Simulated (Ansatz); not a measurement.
Functionals compared on NH3 on the 1x1 (10-10) surface of wurtzite GaN (cut with top plane Ga + N), one in a 2x1 cell, started at the site 'top Ga #2', in Ansatz (plane waves, PAW). The structure was relaxed with PBE; the other rows are single points on it, each with its references at the same level. Cutoff 420 eV (500 eV for r2SCAN). HSE06 used the coarser mesh 3x3x1.

Host crystal: wurtzite GaN, with a band gap (PBE, scalar-relativistic without spin-orbit coupling).

Set-up: 36 atoms, 9.3 Å thick at the start under the adsorbate (thin: gaps and levels are the slab's own); mesh 3x4x1; 0.01 eV smearing; dipole correction on; 16 atoms held, the rest relaxed; no symmetry held; no spin, no spin-orbit, no U, no dispersion correction. At the end it is bonded to Ga. In PBE it is, or lies within 0.03 eV of, the lowest of the starts that converged. These notes are the PBE run's. Adsorption energies are against NH3(g). A negative adsorption energy means that the adsorbate is more stable on the surface than in its reference.

```json
[
 {"functional": "PBE", "adsorption energy (eV)": "-1.21", "rough cost of the single point": "–"},
 {"functional": "RPBE", "adsorption energy (eV)": "-0.94", "rough cost of the single point": "around 3 core-minutes (rough)"},
 {"functional": "r2SCAN", "adsorption energy (eV)": "-1.39", "rough cost of the single point": "roughly 5 core-minutes"},
 {"functional": "HSE06", "adsorption energy (eV)": "[?]", "rough cost of the single point": "around 90 core-minutes (rough)"}
]
```

Fill in the missing entries.


- HSE06, adsorption energy (eV): -1.27

Ansatz is a program for electronic structure.
